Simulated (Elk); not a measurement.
# A self-consistent single point of RbBr (Fm-3m, 2 atoms in the cell) with Elk

Method of the run: PBE, all-electron FP-LAPW, Elk's shipped species files, APW+lo basis with extra local orbitals (Elk).

This input was run:

```
tasks
  0

xctype
  20

tforce
  .true.

rgkmax
  8.0

gmaxvr
  18.0

lmaxapw
  10

lmaxo
  8

nxlo
  2

lorbcnd
  .true.

lradstp
  2

nrmtscf
  2.0

lmaxi
  4

swidth
  0.00183747

maxscl
  100

scale
  1.889726125

avec
    0.0000000000    3.4231180000    3.4231180000
    3.4231180000    0.0000000000    3.4231180000
    3.4231180000    3.4231180000    0.0000000000

sppath
  'species/'

atoms
  2
  'Rb.in'
  1
  0.0000000000  0.0000000000  0.0000000000    0.0 0.0 0.0
  'Br.in'
  1
  0.5000000000  0.5000000000  0.5000000000    0.0 0.0 0.0

ngridk
  7 7 7
```

The program printed (abridged):

```
│ Elk code version 10.2.4 │

All units are atomic (Hartree, Bohr, etc.)

│ Ground-state run starting from atomic densities │

Lattice vectors :
   0.000000000       6.468755514       6.468755514
   6.468755514       0.000000000       6.468755514
   6.468755514       6.468755514       0.000000000

Unit cell volume      :    541.3675342
Brillouin zone volume :   0.4581918896

Muffin-tin inner radius fraction :   0.1000000000E-01

Nuclei treated as point charges

Species :    1 (Rb)
 parameters loaded from : Rb.in
 name : rubidium
 nuclear charge    :   -37.00000000
 electronic charge :    37.00000000
 atomic mass :    155798.2684
 muffin-tin radius :    2.600000000
 number of radial points in muffin-tin :   1199
 atomic positions (lattice), magnetic fields (Cartesian) :
   1 :   0.00000000  0.00000000  0.00000000    0.00000000  0.00000000  0.00000000

Species :    2 (Br)
 parameters loaded from : Br.in
 name : bromine
 nuclear charge    :   -35.00000000
 electronic charge :    35.00000000
 atomic mass :    145656.0815
 muffin-tin radius :    2.400000000
 number of radial points in muffin-tin :    999
 atomic positions (lattice), magnetic fields (Cartesian) :
   1 :   0.50000000  0.50000000  0.50000000    0.00000000  0.00000000  0.00000000

Total number of atoms per unit cell :    2

Spin treatment :
 spin-unpolarised

Number of Bravais lattice symmetries :   48
Number of crystal symmetries         :   48
Crystal has inversion symmetry
Real symmetric eigensolver will be used

k-point grid :      7     7     7
k-point offset :    0.000000000       0.000000000       0.000000000
k-point set is reduced with full crystal symmetry group
Total number of k-points :       20

Muffin-tin radius times maximum |G+k| :    8.000000000
 using average radius
Maximum |G+k| for APW functions       :    3.200000000
Maximum (1/2)|G+k|²                   :    5.120000000
Maximum |G| for potential and density :    18.00000000
 potential will be trimmed for |G| > 2 gkmax
Constant for pseudocharge density :   12
Radial integration step length :    2

G-vector grid sizes :     54    54    54
Number of G-vectors :    53377

Maximum angular momentum used for
 APW functions                      :   10
 outer part of muffin-tin           :    8
 inner part of muffin-tin           :    4

Total nuclear charge    :   -72.00000000
Total core charge       :    46.00000000
Total valence charge    :    26.00000000
Total excess charge     :    0.000000000
Total electronic charge :    72.00000000

Effective Wigner radius, rₛ :    1.215319223

Number of empty states         :    8
Total number of valence states :   21
Total number of core states    :   46

Conduction state local-orbitals added automatically
Total number of local-orbitals :  213

Exchange-correlation functional :     20     0     0
 Perdew-Burke-Ernzerhof, Phys. Rev. Lett. 77, 3865 (1996)
 gradient requirement :    1
 generalised gradient approximation (GGA)

Smearing type :    3
 Fermi-Dirac
Smearing width :   0.1837470000E-02
Effective electronic temperature (K) :    580.2271348

Mixing type :    3
 Broyden mixing, J. Phys. A: Math. Gen. 17, L317 (1984)

Kohn-Sham potential initialised from atomic data

│ Self-consistent loop started │
│ Loop number : 1 │
 total energy                :     -5597.55626418
│ Loop number : 2 │
 total energy                :     -5597.45343907
RMS change in Kohn-Sham potential (target) :   0.1228868379     (  0.1000000000E-05)
Absolute change in total energy (target)   :   0.1028251042     (  0.1000000000E-03)
│ Loop number : 3 │
 total energy                :     -5596.55122268
RMS change in Kohn-Sham potential (target) :   0.1104888979     (  0.1000000000E-05)
Absolute change in total energy (target)   :   0.9279226694     (  0.1000000000E-03)
│ Loop number : 4 │
 total energy                :     -5592.91075844
RMS change in Kohn-Sham potential (target) :   0.6130025930E-01 (  0.1000000000E-05)
Absolute change in total energy (target)   :    3.872444907     (  0.1000000000E-03)
│ Loop number : 5 │
 total energy                :     -5589.93950974
RMS change in Kohn-Sham potential (target) :   0.2151009742E-01 (  0.1000000000E-05)
Absolute change in total energy (target)   :    3.939359924     (  0.1000000000E-03)
│ Loop number : 6 │
 total energy                :     -5588.74508175
RMS change in Kohn-Sham potential (target) :   0.5616132189E-02 (  0.1000000000E-05)
Absolute change in total energy (target)   :    2.179267973     (  0.1000000000E-03)
│ Loop number : 7 │
 total energy                :     -5588.32551714
RMS change in Kohn-Sham potential (target) :   0.2192087506E-03 (  0.1000000000E-05)
Absolute change in total energy (target)   :   0.9643816015     (  0.1000000000E-03)
│ Loop number : 8 │
 total energy                :     -5588.31271683
RMS change in Kohn-Sham potential (target) :   0.1221320816E-03 (  0.1000000000E-05)
Absolute change in total energy (target)   :   0.2538957095     (  0.1000000000E-03)
│ Loop number : 9 │
 total energy                :     -5588.29864083
RMS change in Kohn-Sham potential (target) :   0.3363050241E-04 (  0.1000000000E-05)
Absolute change in total energy (target)   :   0.7754992932E-01 (  0.1000000000E-03)
│ Loop number : 10 │
 total energy                :     -5588.29933685
RMS change in Kohn-Sham potential (target) :   0.9594595325E-05 (  0.1000000000E-05)
Absolute change in total energy (target)   :   0.1869146402E-01 (  0.1000000000E-03)
│ Loop number : 11 │
 total energy                :     -5588.29855154
RMS change in Kohn-Sham potential (target) :   0.3024828884E-05 (  0.1000000000E-05)
Absolute change in total energy (target)   :   0.5458180513E-02 (  0.1000000000E-03)
│ Loop number : 12 │
 total energy                :     -5588.29843522
RMS change in Kohn-Sham potential (target) :   0.1445357920E-05 (  0.1000000000E-05)
Absolute change in total energy (target)   :   0.1480856437E-02 (  0.1000000000E-03)
│ Loop number : 13 │
 total energy                :     -5588.29841204
RMS change in Kohn-Sham potential (target) :   0.1917544763E-06 (  0.1000000000E-05)
Absolute change in total energy (target)   :   0.3934005617E-03 (  0.1000000000E-03)
│ Loop number : 14 │
 total energy                :     -5588.29840411
RMS change in Kohn-Sham potential (target) :   0.5826223379E-07 (  0.1000000000E-05)
Absolute change in total energy (target)   :   0.1062750134E-03 (  0.1000000000E-03)
│ Loop number : 15 │
 total energy                :     -5588.29839884
RMS change in Kohn-Sham potential (target) :   0.1813661340E-07 (  0.1000000000E-05)
Absolute change in total energy (target)   :   0.3183920398E-04 (  0.1000000000E-03)
Convergence targets achieved

│ Loop number : 16 │

Energies :
 Fermi                       :     0.428297692264E-01
 sum of eigenvalues          :     -3265.04042958
 electron kinetic            :      5738.94047544
 core electron kinetic       :      5464.15815844
 Coulomb                     :     -11133.9709707
 Coulomb potential           :     -8752.40456648
 nuclear-nuclear             :     -501.609187237
 electron-nuclear            :     -12512.3190005
 Hartree                     :      1879.95721703
 Madelung                    :     -6757.76868751
 xc potential                :     -251.576338531
 exchange                    :     -189.742509850
 correlation                 :     -3.52539312208
 electron entropic           :    -0.437734320560E-11
 total energy                :     -5588.29839828

Density of states at Fermi energy :   0.5441799771E-07
 (states/Hartree/unit cell)

Estimated indirect band gap :   0.1609643373
 from k-point      1 to k-point      1
Estimated direct band gap   :   0.1609643373
 at k-point      1

Charges :
 core                        :    46.00000000
 valence                     :    26.00000000
 interstitial                :    3.067784720
 muffin-tins (core leakage)
  species :    1 (Rb)
   atom    1                 :    35.40366658     (  0.9316628777E-04)
  species :    2 (Br)
   atom    1                 :    33.52854870     (  0.2337966979E-04)
 total in muffin-tins        :    68.93221528
 total calculated charge     :    71.99984283
 total charge                :    72.00000000
 error                       :   0.1571749888E-03

│ Self-consistent loop stopped │

Forces :
 species :    1 (Rb)
  atom :    1
   Hellmann-Feynman          :    -0.00000000    0.00000000    0.00000000
   IBS                       :     0.00000000   -0.00000000   -0.00000000
   total force               :    -0.00000000   -0.00000000   -0.00000000
   total magnitude           :     0.00000000
 species :    2 (Br)
  atom :    1
   Hellmann-Feynman          :     0.00000000    0.00000000    0.00000000
   IBS                       :     0.00000000    0.00000000   -0.00000000
   total force               :     0.00000000    0.00000000    0.00000000
   total magnitude           :     0.00000000
```

The run converged in 16 iterations. The count includes the last loop, which Elk runs after its targets are met.

The starting cell comes from a database of computed structures (which also holds hypothetical and non-ambient phases and stackings), without a prior relaxation at this level. Its lattice was rescaled by a random factor within 2.5 % of one. Values depend on the basis (sphere radii, cutoffs, local orbitals), which need not be converged.

Cost on one core of a shared machine: roughly 50 s.
